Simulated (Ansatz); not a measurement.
# Thermal expansion of hcp (Mg type) Ti

Method: quasi-harmonic approximation, LDA in Ansatz (a quantum-chemistry and plane-wave program); phonon mesh 4×4×3, k mesh 16×16×9. Another polymorph of this substance is known too; which is more stable was not tested here.

| T (K) | α_a (10⁻⁶/K) | α_c (10⁻⁶/K) | C_P (J/mol/K) | bulk modulus B_T (GPa) | γ |
|---|---|---|---|---|---|
| 100 | 5.7 | -0.2 | 14.6 | 125 | 0.93 |
| 200 | 7.2 | 4.3 | 21.9 | 123 | 1.03 |
| 300 | 7.8 | 5.7 | 24.1 | 121 | 1.05 |
| 400 | 8.3 | 6.1 | 25.3 | 120 | 1.06 |
| 500 | 8.8 | 6.3 | 26.0 | 118 | 1.07 |

The conventional lattice constants at 300 K is a = 2.872 Å, c = 4.540 Å and the entropy at 300 K is 31.2 J/(mol K). The adiabatic bulk modulus at 300 K is 122 GPa. The bulk modulus without vibrations comes out as 127 GPa. The zero-point volume expansion is 0.32 %.

Computed at 300 K against measurement: linear expansion coefficient 7.06 computed, 8.60 measured 10⁻⁶/K (-18 %; Kaye and Laby Online (NPL), 2.3.5 Thermal expansion); lattice constant a 2.872 computed, 2.950 measured Å (-2.6 %; Wikipedia, Titanium (infobox)); lattice constant c 4.540 computed, 4.683 measured Å (-3.1 %; Wikipedia, Titanium (infobox)).  

Values include zero-point motion; explicit anharmonicity at fixed volume is left out.

No phase change or melting is allowed for: the numbers belong to this structure as given.

The PAW data sets were generated under PBE and serve the other functionals too.
